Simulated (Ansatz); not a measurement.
Relaxation of the outer planes of the (101) surface of rutile IrO2 in its 1x1 cell (cut with top plane 2 O, bottom plane 2 O), outermost plane spacing 1.00 Å in the ideal cut (one of several cuts of this face), with 4 O a cell over the bulk's ratio.

Calculation: PBE (plane waves to 420 eV, PAW; Ansatz, a program for electronic structure).

Slab: 28 atoms, Ir8O20, 11.4 Å thick at the start; k 8x7x1, smearing 0.1 eV, dipole-corrected; all atoms relaxed; start symmetry kept, larger cells not searched; no spin, no spin-orbit, no U.

| plane | atoms | bulk spacing to the next (Å) | relaxed spacing (Å) | change (%) | rumpling (Å) |
|---|---|---|---|---|---|
| 1 | 2 O | 0.997 | 0.811 | -18.6 | 0.00 |
| 2 | 2 O | 0.803 | 0.601 | -25.1 | 0.00 |
